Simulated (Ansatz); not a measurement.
zinc-blende ZnSe: the defect I on the Se site (I_Se)

Calculation: PBE, PAW (plane waves to 420 eV; Ansatz, an electronic-structure program). A supercell of 64 sites (2×2×2 repeats of a cell of 8 atoms) was used; the energies come from a 2×2×2 shifted sampling of its zone. Site at the start: the Se site. Charged cells carry a point-charge image correction with potential alignment at far atoms. Dielectric constants: PBE linear response of the host. Host gap at this level: 1.15 eV. Finite-size and sampling errors can reach tenths of an eV here. The semilocal functional narrows the gap, so deep levels can fall outside it. Spin–orbit coupling is left out, which matters for these heavy elements. Each state is the lowest found from its start.

Charges with a result: +1, 0, −1. Others weren't obtained, and one of them could lie lower, also by skipping a charge.

```tsv
charge	moment (μB)	largest move off a lattice site (Å)	image correction with alignment (eV)
+1	not spin-polarised	0.32	0.24
0*	quenched	0.33	–
−1*	not spin-polarised	0.34	–
```

* At this level the carrier isn't localised at the defect: at charge 0 electrons occupy the conduction band; at charge −1 electrons occupy the conduction band. Such a state is shallow or no state of the defect, and this cell gives it no level.

Starting moments that weren't kept: charge 0 began with 1 μB and ended with 0.0.
